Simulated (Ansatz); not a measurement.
Consider InSb in the zinc blende structure (space group F-43m, No. 216; a = 6.556 Å). Axes: x, y, z lie along the cube axes.

Structures relaxed with r2SCAN (Ansatz, an electronic-structure program; PAW; 500 eV plane waves; scalar-relativistic without spin-orbit coupling).

Base:

Simulated powder pattern, Cu Kα1, λ = 1.54056 Å (kinematic, ideal powder, no thermal factors, no anomalous dispersion; the 8 strongest lines at most, above 2 %, up to 2θ = 90°):

| 2θ (°) | I/Imax (%) | hkl |
|---|---|---|
| 23.48 | 100 | (111) |
| 38.82 | 80 | (220) |
| 45.87 | 49 | (311) |
| 56.06 | 13 | (400) |
| 61.61 | 20 | (331) |
| 70.28 | 27 | (422) |
| 75.25 | 15 | (511) |
| 88.07 | 15 | (531) |

After one change:

Simulated powder pattern, Cu Kα1, λ = 1.54056 Å (kinematic, ideal powder, no thermal factors, no anomalous dispersion; the 8 strongest lines at most, above 2 %, up to 2θ = 90°):

```
2θ (°)  I/Imax (%)
------  ----------
23.65          100
38.83           54
39.64           26
45.25           17
46.68           32
61.70           13
69.75          9.3
71.39           17
```

Problem. Name the change that was made.
(A) biaxial strain −0.50 %, plane normal [001], relaxed out of plane
(B) biaxial strain −2.00 %, plane normal [001], relaxed out of plane
(C) biaxial strain −1.00 %, plane normal [001], relaxed out of plane

Solution. B, biaxial strain −2.00 %, plane normal [001], relaxed out of plane. Its volume per atom is 34.53 Å³ against 35.23 Å³, and its space group is I-4m2 (No. 119).

Stability against distortions was not tested. All final runs are without spin polarisation.
